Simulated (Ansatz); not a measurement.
The parent structure is GaN in the zinc blende structure (space group F-43m, No. 216; a = 4.4554 Å). Axes: x, y, z lie along the cube axes.

Method: LDA (Ansatz, a quantum-chemistry and plane-wave program; PAW; 420 eV plane waves; spin-orbit coupling left out).

Perturbation: the cell is stretched by 2.50 % along z with no lateral relaxation, atoms relaxed at fixed cell.

Problem. Predict the stress tensor and what it implies for the stiffness.

Solution. Stress of the strained cell less that of the base (GPa, compression positive):
```
  -3.62    0.00    0.00
   0.00   -3.62    0.00
   0.00    0.00   -7.08
```

Then −Δσ_ii/ε with ε = 0.0250 gives secant stiffness values (nonlinear terms included at this strain): C33 ≈ 283 GPa, C13 ≈ 145 GPa and C23 ≈ 145 GPa.

As a check, the harmonic strain energy −½ V₀ Δσ:ε is 6.1 meV/atom; the computed energy rise is 6.1 meV/atom.

No phonon test of stability was made. This is not the structure that GaN has at room temperature and ambient pressure.
